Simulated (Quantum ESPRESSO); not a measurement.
**Parameter sweep on EuTiO3 (Pm-3m, 5 atoms in the cell)**

```xyz
5
Lattice="3.9050 0.0000 0.0000 0.0000 3.9050 0.0000 0.0000 0.0000 3.9050" Properties=species:S:1:pos:R:3 pbc="T T T"
Ti     1.9525     1.9525     1.9525
O      1.9525     1.9525     0.0000
O      0.0000     1.9525     1.9525
O      1.9525     0.0000     1.9525
Eu     0.0000     0.0000     0.0000
```
Moments meant for the start (each program seeds them in its own way; μB, in the order of the atoms Ti O O O Eu): 0.0 0.0 0.0 0.0 7.0.

Base run A: Quantum ESPRESSO with PBEsol, SSSP 1.1.2 efficiency (PBE) pseudopotentials, self-consistent single point.

Its settings: ecutwfc = 55 Ry; ecutrho = 440 Ry; occupations = smearing; smearing = marzari-vanderbilt; degauss = 0.0073499 Ry; nspin = 2; input_dft = pbesol; potentials = {Ti: ti_pbe_v1.4.uspp.F.UPF, O: O.pbe-n-kjpaw_psl.0.1.UPF, Eu: Eu.GGA-PBE-paw-v1.0.UPF}; K_POINTS = automatic 9 9 9 0 0 0; conv_thr = 1e-09 Ry; mixing_beta = 0.3.

The starting cell comes from a database of published, mostly measured structures (it also holds non-ambient and calculated ones), without a prior relaxation at this level. With one magnetic atom in the cell only a parallel order is possible. With U or open f shells several self-consistent states can exist. The f electrons are in the valence without U or exact exchange, which can misplace them near the Fermi level. Spin-orbit terms, which matter for f shells, are left out. In the base run, with a pressure of about -4 GPa the cell is away from its equilibrium volume at this level.

ΔF is the free energy per atom less that of run A. A dash stands where there is no value to compare (another energy zero or no entropy term, no result, no spin, no clean gap, or a mesh too coarse for one). 

| run | degauss | ΔF (meV/atom) | pressure (GPa) | size of the net moment (μB/atom) | TS (meV/atom) | ending |
|---|---|---|---|---|---|---|
| A | 0.0073499 Ry | 0.00 | -3.98 | 1.37 | -9.2 | converged |
| B | 0.000146997 Ry | -3.0 | -3.85 | 1.37 | 0.0 | converged |
| C | 0.000734986 Ry | -3.0 | -3.85 | 1.37 | 0.0 | converged |
| D | 0.0018375 Ry | -3.0 | -3.87 | 1.37 | -0.1 | converged |
| E | 0.0036749 Ry | – | – | – | – | not converged |

Run D against A: The free energy goes down by 3.0 meV/atom, the pressure goes from -3.98 to -3.87 GPa and the size of the net moment stays at 1.37 μB/atom.

Run C against A: The free energy goes down by 3.0 meV/atom, the pressure goes from -3.98 to -3.85 GPa and the size of the net moment stays at 1.37 μB/atom.

Run B against A: The free energy falls by 3.0 meV/atom, the pressure goes from -3.98 to -3.85 GPa and the size of the net moment stays at 1.37 μB/atom.
